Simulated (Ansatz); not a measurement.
**Response to strain in SnSe2**

Consider SnSe₂ in the CdI2 type structure (space group P-3m1, No. 164; a = 3.8402 Å, c = 6.0066 Å; layered, stacked along the Cartesian z axis).

Strains are applied to the cell and any free atomic positions relax.

The values are results of plane-wave PAW DFT at the PBE-D3(BJ) level (Ansatz, a quantum-chemistry and plane-wave program, 420 eV), spin-orbit coupling left out, not measurements.

Candidates:
(a) isotropic strain +3.00 %
(b) isotropic strain −2.50 %
(c) isotropic strain +1.50 %
(d) isotropic strain −1.50 %
(e) isotropic strain +0.50 %

Notes on the quantities. energy relative to the base: free energy F.

**Question.** Order them by energy relative to the base, lowest first.

**Answer.** (e) isotropic strain +0.50 % (+0.7 meV/atom), (c) isotropic strain +1.50 % (+6.2 meV/atom), (d) isotropic strain −1.50 % (+7.0 meV/atom), (b) isotropic strain −2.50 % (+20 meV/atom), (a) isotropic strain +3.00 % (+23 meV/atom)

No phonon test of stability was made.
